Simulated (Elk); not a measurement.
A self-consistent single point of ZnFe3C (Pm-3m, 5 atoms in the cell) with Elk.

Level of theory: PBEsol, all-electron FP-LAPW, Elk's shipped species files, APW+lo basis with extra local orbitals (Elk).

The change in words: lattice scaled by 0.98. Reference geometry:
```
ZnFe3C
1.0
    3.77289     0.00000     0.00000
    0.00000     3.77289     0.00000
    0.00000     0.00000     3.77289
Zn Fe C
1 3 1
Cartesian
  0.00000   0.00000   0.00000
  1.88644   0.00000   1.88644
  0.00000   1.88644   1.88644
  1.88644   1.88644   0.00000
  1.88644   1.88644   1.88644
```
Moments meant for the start (each program seeds them in its own way; μB, in the order of the atoms Zn Fe Fe Fe C): 0.0 4.0 4.0 4.0 0.0.

Reference input (self-consistent single point, DFT, PBEsol, all-electron FP-LAPW, Elk's shipped species files, APW+lo basis with extra local orbitals): xctype = 22; spinpol = true; rgkmax = 7.5; swidth = 0.00499791 Ha; ngridk = 7 7 7; reducebf = 0.5; tforce = true; gmaxvr = 18 1/bohr; lmaxapw = 10; lmaxo = 8; nxlo = 2; lorbcnd = true. This run's input differs from it in these lines:

```diff
@@ -52,5 +52,5 @@
 avec
-    7.1297287983    0.0000000000    0.0000000000
-    0.0000000000    7.1297287983    0.0000000000
-    0.0000000000    0.0000000000    7.1297287983
+    6.9871338444    0.0000000000    0.0000000000
+    0.0000000000    6.9871338444    0.0000000000
+    0.0000000000    0.0000000000    6.9871338444
```

The program printed (abridged):

```
│ Self-consistent loop started │
│ Loop number : 1 │
 total energy                :     -5641.79447528
 total moment                :    7.153463667
│ Loop number : 2 │
 total energy                :     -5642.78117467
 total moment                :    7.124405466
RMS change in Kohn-Sham potential (target) :    4.372971806     (  0.1000000000E-05)
Absolute change in total energy (target)   :   0.9866993870     (  0.1000000000E-03)
│ Loop number : 3 │
 total energy                :     -5622.69621602
 total moment                :    5.811783747
RMS change in Kohn-Sham potential (target) :    3.988395552     (  0.1000000000E-05)
   [... lines left out ...]
│ Loop number : 28 │
 total energy                :     -5647.63676413
 total moment                :   -3.794097051
RMS change in Kohn-Sham potential (target) :   0.6196369467E-06 (  0.1000000000E-05)
Absolute change in total energy (target)   :   0.3044776859E-03 (  0.1000000000E-03)
│ Loop number : 29 │
 total energy                :     -5647.63677050
 total moment                :   -3.794060056
RMS change in Kohn-Sham potential (target) :   0.4650482266E-06 (  0.1000000000E-05)
Absolute change in total energy (target)   :   0.8248969698E-04 (  0.1000000000E-03)
Convergence targets achieved

│ Loop number : 30 │

Energies :
 Fermi                       :     0.399197224673
 xc effective B-field        :    -0.117769023791
 external B-field            :      0.00000000000
 total energy                :     -5647.63676849
 (external B-field energy excluded from total)

Density of states at Fermi energy :    106.8278073
 (states/Hartree/unit cell)

Estimated indirect band gap :   0.1730102548E-02
 from k-point      2 to k-point     15
Estimated direct band gap   :   0.4224839751E-02
 at k-point      4

Charges :
 core                        :    44.00000000
 valence                     :    70.00000000
 interstitial                :    7.929193729
 muffin-tins (core leakage)
  species :    1 (Zn)
   atom    1                 :    29.14326899     (  0.8411412205E-04)
  species :    2 (Fe)
   [... lines left out ...]
 total moment                :   -3.794024806
   [... lines left out ...]
   total force               :    -0.00000000   -0.00000000    0.00000000
   total magnitude           :     0.00000000
 species :    3 (C)
  atom :    1
   Hellmann-Feynman          :    -0.00000000    0.00000000    0.00000000
   IBS                       :     0.00000000   -0.00000000    0.00000000
   total force               :    -0.00000000   -0.00000000    0.00000000
   total magnitude           :     0.00000000
```

The run converged in 30 iterations. The count includes the last loop, which Elk runs after its targets are met. Against the reference run the size of the net moment goes from 0.82 to 0.76 μB/atom.

The starting cell comes from a database of computed structures (which also holds hypothetical and non-ambient phases and stackings), without a prior relaxation at this level. For this run, on top of that: lattice scaled by 0.98. The magnetic order is the one reached from the typed start; others were not searched systematically. Values depend on the basis (sphere radii, cutoffs, local orbitals), which need not be converged. The log's line on a gap gives a spacing of levels on this mesh, which the program prints for metals too.

Cost on one core of a shared machine: roughly 5 min.
